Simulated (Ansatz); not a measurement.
Structures of equal composition on the (111)B surface of 3C silicon carbide (C plane on top): (√3x√3)R30° Sn adatom at H3; (√3x√3)R30° Sn adatom at T4. The slabs share one bottom face, and each structure is named by its start. These are constructed structures in small cells; real faces may alloy, dewet or reconstruct in larger ones, and not all known structures of the face are among them. Slabs of about 11 Å, Fermi-Dirac smearing of 0.025 eV. Bottom of the slabs: H caps. Relaxed from the named starts with such symmetry as they have, on meshes of like density; energies extrapolated to zero smearing; spin only where a row says so; no spin-orbit coupling, no U. Brackets mark spin-polarised runs, whose order is one that fits the cell. Where a second, spin-polarised start was run, the lower counts.

Computed with PBE (plane waves to 420 eV, PAW; Ansatz, a quantum-chemistry and plane-wave program).

Order them by energy per 1x1 cell (lowest first) at the level PBE.

(√3x√3)R30° Sn adatom at H3 (0.000 eV [spin, 1.0 μB a cell], a narrow gap of 0.16 eV by band count), (√3x√3)R30° Sn adatom at T4 (0.037 eV [spin, 1.0 μB a cell], a narrow gap of 0.09 eV by band count)
